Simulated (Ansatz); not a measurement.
# Hypothetical Pm-3n GaN, pressure series

Take GaN (space group Pm-3n, No. 223; a hypothetical phase, not in the database extracts checked) as the base.

```
CELL_PARAMETERS angstrom
      5.57136     0.00000     0.00000
      0.00000     5.57136     0.00000
      0.00000     0.00000     5.57136
ATOMIC_POSITIONS crystal
  Ga 0.25000 0.00000 0.50000
  Ga 0.75000 0.00000 0.50000
  Ga 0.50000 0.75000 0.00000
  Ga 0.50000 0.25000 0.00000
  Ga 0.00000 0.50000 0.75000
  Ga 0.00000 0.50000 0.25000
  N  0.25000 0.50000 0.00000
  N  0.75000 0.50000 0.00000
  N  0.00000 0.75000 0.50000
  N  0.00000 0.25000 0.50000
  N  0.50000 0.00000 0.75000
  N  0.50000 0.00000 0.25000
```

Cell and atoms are relaxed at each pressure.

Computed with PBE (Ansatz, a quantum-chemistry and plane-wave program), no SOC.

Notes on the quantities. enthalpy: H = E + PV relative to the base's energy.

| variant | lattice parameter a | enthalpy | electron mass |
|---|---|---|---|
| base | 10.528 bohr | – | 0.19 mₑ (at Γ) |
| pressure −2 GPa | 10.582 bohr | -0.18 eV/atom | 0.18 mₑ (at Γ) |
| pressure −1 GPa | 10.555 bohr | -0.09 eV/atom | 0.19 mₑ (at Γ) |
| pressure 0.3 GPa | 10.521 bohr | +0.03 eV/atom | 0.19 mₑ (at Γ) |
| pressure 0.7 GPa | 10.511 bohr | +0.06 eV/atom | 0.19 mₑ (at Γ) |
| pressure 3 GPa | 10.455 bohr | +0.27 eV/atom | 0.20 mₑ (at Γ) |
| pressure 5 GPa | 10.410 bohr | +0.44 eV/atom | 0.21 mₑ (at Γ) |
| pressure 7.5 GPa | 10.358 bohr | +0.66 eV/atom | 0.21 mₑ (at Γ) |
| pressure 10 GPa | 10.308 bohr | +0.87 eV/atom | 0.22 mₑ (at Γ) |

The levels and masses belong to the bands next to the band gap. Load acts through the strain it causes; cell and atoms are relaxed under it. Effective masses come from finite differences of ±0.01 Å⁻¹. Stability against distortions was not tested. No other phases were tried under pressure.
